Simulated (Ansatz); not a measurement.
Start from ZnCu$_{2}$SnS$_{4}$ (space group I-4, No. 82; a = 5.3737 Å, c = 10.7548 Å).

Method: PBEsol (Ansatz, an electronic-structure program), no spin-orbit coupling.

Strains are applied to the cell and any free atomic positions relax.

One change was made to it. Results:

```tsv
quantity	base	after
pressure (mean of the normal stresses, compression positive)	0.0 GPa	-1.7 GPa
energy relative to the base (free energy F)	0 meV/atom	+2.4 meV/atom
```

Which of these changes matches the shifts?
(A) isotropic strain +0.75 %
(B) isotropic strain +1.50 %
(C) isotropic strain +2.25 %
(D) isotropic strain +3.00 %

A, isotropic strain +0.75 %. For comparison, the energy relative to the base in the other runs: isotropic strain +2.25 % gives +20 meV/atom; isotropic strain +1.50 % gives +9.3 meV/atom; isotropic strain +3.00 % gives +35 meV/atom.

Stability against distortions was not tested. All final runs are without spin polarisation.
